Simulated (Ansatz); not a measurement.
## Response to strain in Hf

Base system: Hf in the hcp (Mg type) structure (space group P6_3/mmc, No. 194; a = 3.1581 Å, c = 5.0045 Å; relaxed with 0.1 eV smearing).

Strains are applied to the cell and any free atomic positions relax.

Level of theory: plane-wave PAW DFT at the PBEsol level (Ansatz, a program for electronic structure, 420 eV), no SOC.

Notes on the quantities. energy relative to the base: free energy F.

```json
[
 {"isotropic strain (%)": "-1.5", "energy relative to the base (meV/atom)": "16.0"},
 {"isotropic strain (%)": "-1", "energy relative to the base (meV/atom)": "7.1"},
 {"isotropic strain (%)": "-0.5", "energy relative to the base (meV/atom)": "?"},
 {"isotropic strain (%)": "0", "energy relative to the base (meV/atom)": "0.0"},
 {"isotropic strain (%)": "0.5", "energy relative to the base (meV/atom)": "1.7"},
 {"isotropic strain (%)": "1", "energy relative to the base (meV/atom)": "6.7"},
 {"isotropic strain (%)": "1.5", "energy relative to the base (meV/atom)": "14.9"},
 {"isotropic strain (%)": "2", "energy relative to the base (meV/atom)": "26.1"},
 {"isotropic strain (%)": "3", "energy relative to the base (meV/atom)": "57.4"}
]
```

Problem. Fit ΔE = Aε² + Bε³ (ε in %) to the rows shown and predict the withheld row.

Solution. Least squares on the printed values gives A = 6.87 and B = -0.16 meV/atom (largest residual 0.1 meV/atom); this predicts 1.7 meV/atom, and the run gives 1.7 meV/atom, in agreement.

No phonon test of stability was made. The final runs are not spin-polarised.
